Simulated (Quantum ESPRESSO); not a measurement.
Worked example: self-consistent single point of ZrZnNi4 (F-43m, 6 atoms in the cell) in Quantum ESPRESSO.

Level of theory: LDA (PZ), PSlibrary PAW (LDA) pseudopotentials (plane waves; Quantum ESPRESSO).

```
ZrZnNi4
1.0
    0.00000     3.35467     3.35467
    3.35467     0.00000     3.35467
    3.35467     3.35467     0.00000
Zr Zn Ni
1 1 4
Direct
  0.00000   0.00000   0.00000
  0.75000   0.75000   0.75000
  0.37592   0.87224   0.37592
  0.37592   0.37592   0.37592
  0.87224   0.37592   0.37592
  0.37592   0.37592   0.87224
```

Reference input (self-consistent single point, DFT, PBEsol, plane waves, PSlibrary PAW (PBE) pseudopotentials): ecutwfc = 55 Ry; ecutrho = 330 Ry; occupations = smearing; smearing = gaussian; degauss = 0.0099958 Ry; input_dft = pbesol; K_POINTS = automatic 9 9 9 0 0 0; conv_thr = 1e-09 Ry; mixing_beta = 0.4. This run's input differs from it in these lines:

```diff
@@ -18,3 +18,2 @@
   degauss = 0.0099958
-  input_dft = 'pbesol'
 /
@@ -25,5 +24,5 @@
 ATOMIC_SPECIES
-Zr    91.2240  Zr.pbe-spn-kjpaw_psl.1.0.0.UPF
-Zn    65.3800  Zn.pbe-dn-kjpaw_psl.1.0.0.UPF
-Ni    58.6934  Ni.pbe-n-kjpaw_psl.1.0.0.UPF
+Zr    91.2240  Zr.pz-spn-kjpaw_psl.1.0.0.UPF
+Zn    65.3800  Zn.pz-dn-kjpaw_psl.1.0.0.UPF
+Ni    58.6934  Ni.pz-n-kjpaw_psl.1.0.0.UPF
 ATOMIC_POSITIONS crystal
```

Output, abridged:

```
     Self-consistent Calculation

     iteration #  1     ecut=    55.00 Ry     beta= 0.40

---- Real-time Memory Report at c_bands before calling an iterative solver
           219 MiB given to the printing process from OS
           123 MiB allocation reported by mallinfo(arena+hblkhd)
------------------

     total energy              =   -1260.27043397 Ry
     estimated scf accuracy    <       1.62957565 Ry

     iteration #  2     ecut=    55.00 Ry     beta= 0.40

---- Real-time Memory Report at c_bands before calling an iterative solver
           304 MiB given to the printing process from OS
   [... lines left out ...]

---- Real-time Memory Report at c_bands before calling an iterative solver
           310 MiB given to the printing process from OS
           145 MiB allocation reported by mallinfo(arena+hblkhd)
------------------

     total energy              =   -1261.09065981 Ry
     estimated scf accuracy    <          3.1E-09 Ry

     iteration # 14     ecut=    55.00 Ry     beta= 0.40

---- Real-time Memory Report at c_bands before calling an iterative solver
           310 MiB given to the printing process from OS
           145 MiB allocation reported by mallinfo(arena+hblkhd)
------------------
     End of self-consistent calculation

     the Fermi energy is    14.3514 ev

!    total energy              =   -1261.09065981 Ry
     estimated scf accuracy    <          2.6E-10 Ry
     smearing contrib. (-TS)   =      -0.00224450 Ry
     internal energy E=F+TS    =   -1261.08841531 Ry

      -> PAW hartree energy AE =     509.49387823 Ry
      -> PAW hartree energy PS =    -507.02504930 Ry
      -> PAW xc energy AE      =    -846.06045356 Ry
      -> PAW xc energy PS      =     227.45785414 Ry
      -> total E_H with PAW    =     142.60445049 Ry
      -> total E_XC with PAW   =    -847.09191402 Ry

     convergence has been achieved in  14 iterations

     Forces acting on atoms (cartesian axes, Ry/au):

     atom    1 type  1   force =    -0.00000000   -0.00000000   -0.00000000
   [... lines left out ...]

     Total force =     0.002050     Total SCF correction =     0.000019

          total   stress  (Ry/bohr**3)                   (kbar)     P=      -81.09
  -0.00055124   0.00000000   0.00000000          -81.09        0.00        0.00
   0.00000000  -0.00055124   0.00000000            0.00      -81.09        0.00
   0.00000000   0.00000000  -0.00055124            0.00        0.00      -81.09

   JOB DONE.
```

The run converged in 14 iterations. Against the reference run the pressure goes from -2.13 to -8.11 GPa and the largest force goes from 0.039 to 0.026 eV/Å.

The starting cell comes from a database of computed structures (which also holds hypothetical and non-ambient phases and stackings), without a prior relaxation at this level. Spin polarisation is off. With a pressure of about -8 GPa the cell is away from its equilibrium volume at this level.

Cost on one core of a shared machine: roughly 2 min.
